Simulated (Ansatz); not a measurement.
The starting structures come from a database of crystals and need not be the phases stable at ambient conditions.

 Where the default PAW files enter, the runs use the earlier of Ansatz's two default sets.

The decay constant κ of evanescent states in the gap governs leakage through a thin film.

Given:

```yaml
crystal:
  lattice:
    - [4.18433, 0.00000, 0.00000]
    - [0.00000, 9.05838, 0.00000]
    - [0.00000, 4.52919, 4.52919]
  atoms:
    - { symbol: Ca, position: [0.50000, 0.50000, 0.00000] }
    - { symbol: Ca, position: [0.00000, 0.00000, 0.00000] }
    - { symbol: Cl, position: [0.00000, 0.30320, 0.39360] }
    - { symbol: Cl, position: [0.00000, 0.69680, 0.60640] }
    - { symbol: Cl, position: [0.50000, 0.19680, 0.00000] }
    - { symbol: Cl, position: [0.50000, 0.80320, 0.00000] }
```

Space group of this cell: P4_2/mnm, rutile. The cell is taken as given.

Transport runs along the normal of the first two printed cell vectors, the (110) plane of the conventional cell.

The gap is the functional's own. No spin-orbit coupling. Mid-gap values are interpolated on the energy grid.

Q: Estimate the band gap and the smallest decay constant κ at mid-gap that Ansatz (a program for electronic structure) with r2SCAN returns for this system.

A: Gap 5.92 eV on a 8×8×8 mesh; κ = 0.381 1/Å, at the zone centre.
